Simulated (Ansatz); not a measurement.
The parent structure is GaN in the wurtzite structure (space group P6_3mc, No. 186; a = 3.218 Å, c = 5.243 Å). Axes: x lies along a and z along c of the hexagonal cell.

All numbers come from PBE/PAW in Ansatz (a first-principles code), no SOC.

Before the change:

- Electron mass: 0.14 mₑ along c, 0.16 mₑ across (at Γ)
- Band gap: 1.71 eV

It is then changed as follows: the cell is compressed by 1.80 % along z with no lateral relaxation; the atoms relax in the strained cell.

Task: What happens to the electron mass and band gap?

Result: The electron mass changes from 0.14 mₑ along c, 0.16 mₑ across (at Γ) to 0.16 mₑ along z, 0.17 mₑ across (at Γ); the band gap rises by 0.11 eV, from 1.71 eV to 1.82 eV.

Effective masses come from finite differences of ±0.01 Å⁻¹. No phonon test of stability was made.
